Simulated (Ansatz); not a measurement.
The reference is SnO in the litharge type structure (space group P4/nmm, No. 129; a = 3.836 Å, c = 4.757 Å; layered, stacked along the Cartesian z axis). Axes: x, y, z lie along a, b, c of the conventional cell.

Level of theory: Ansatz (a first-principles code) PBE-D3(BJ), no SOC, earlier PAW set.

Strains are applied to the cell and any free atomic positions relax; under biaxial strain the out-of-plane vector relaxes too.

One change was made to it. Results:

| quantity | base | after |
|---|---|---|
| pressure (mean of the normal stresses, compression positive) | 0.0 GPa | 6.5 GPa |
| band gap | zero | zero |

Problem. Which change produced these results?
A. biaxial strain −1.94 %, plane normal [001], relaxed out of plane
B. isotropic strain −4.55 %
C. isotropic strain −3.61 %
D. isotropic strain +1.18 %

Solution. C, isotropic strain −3.61 %. For comparison, the pressure in the other runs: isotropic strain +1.18 % gives -1.6 GPa; biaxial strain −1.94 %, plane normal [001], relaxed out of plane gives 2.3 GPa; isotropic strain −4.55 % gives 9.0 GPa.

No phonon test of stability was made. The final runs are not spin-polarised. A zero or small gap of SnO can be the functional's error rather than a property of the material.
